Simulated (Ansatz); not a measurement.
L1₂ (Cu3Au-type) Pt3Ti

Calculation: PBEsol (Ansatz, a quantum-chemistry and plane-wave program, plane waves, PAW).

Run with plane-wave cutoff 500 eV, 14×14×14 k mesh, Fermi–Dirac smearing 0.1 eV, no spin polarisation, scalar-relativistic PAW data made under PBE.

Cell (relaxed at this level):

```cif
data_Pt3Ti
_chemical_formula_sum 'Ti1 Pt3'
_space_group_name_H-M_alt 'Pm-3m'
_space_group_IT_number 221
_space_group_name_Hall '-P 4 2 3'
_cell_length_a 3.89959
_cell_length_b 3.89959
_cell_length_c 3.89959
_cell_angle_alpha 90.000
_cell_angle_beta 90.000
_cell_angle_gamma 90.000
loop_
_atom_site_label
_atom_site_type_symbol
_atom_site_symmetry_multiplicity
_atom_site_Wyckoff_symbol
_atom_site_fract_x
_atom_site_fract_y
_atom_site_fract_z
_atom_site_occupancy
Ti1 Ti 1 a 0.00000 0.00000 0.00000 1
Pt1 Pt 3 c 0.00000 0.50000 0.50000 1
```

For L1₂ (Cu3Au-type) Pt3Ti, the equilibrium volume per atom is 14.83 Å³/atom and the equilibrium lattice constant a is 3.900 Å.

Measured, for comparison: equilibrium volume per atom 15.01 Å³/atom, lattice constant a 3.916 Å (temperature not stated, no zero-point or thermal correction; as tabulated in Molecular Dynamics Simulations of PtTi High-Temperature Shape Memory Alloys …). Computed (rounded) less measured: equilibrium volume per atom -1.2 %, lattice constant a -0.4 %. A static lattice is as a rule a little smaller and stiffer than an uncorrected measurement, which narrows the difference in the equilibrium volume per atom, lattice constant a and would widen misses of the other sign.

Spin–orbit coupling is not included.

Computing time: roughly 40 core-seconds.
